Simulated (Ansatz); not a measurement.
The parent structure is a 15-atom supercell of WSi2 (space group I4/mmm, No. 139; a = 3.2026 Å, c = 7.8157 Å) at its relaxed geometry.

Calculations: PBEsol/PAW in Ansatz (a program for electronic structure), no SOC.

For the base:

- Pressure = 0.0 GPa
- Mean distance from the defect site to its nearest host atoms = 2.61 Å

Perturbation: a neutral W vacancy, atoms relaxed at fixed cell, starting from a slightly rattled geometry.

Question: Estimate the effect on the largest displacement of a host atom from its site in the perfect cell, pressure and mean distance from the defect site to its nearest host atoms.

Answer: The largest displacement of a host atom from its site in the perfect cell amounts to 0.09 Å; the pressure goes from zero to -3.3 GPa; the mean distance from the defect site to its nearest host atoms shrinks by 0.06 Å, from 2.61 Å to 2.55 Å.

In so small a cell the defect repeats every few ångströms: this is an ordered compound, not a dilute defect. All final runs are without spin polarisation. The defect cell is not spin-polarised.
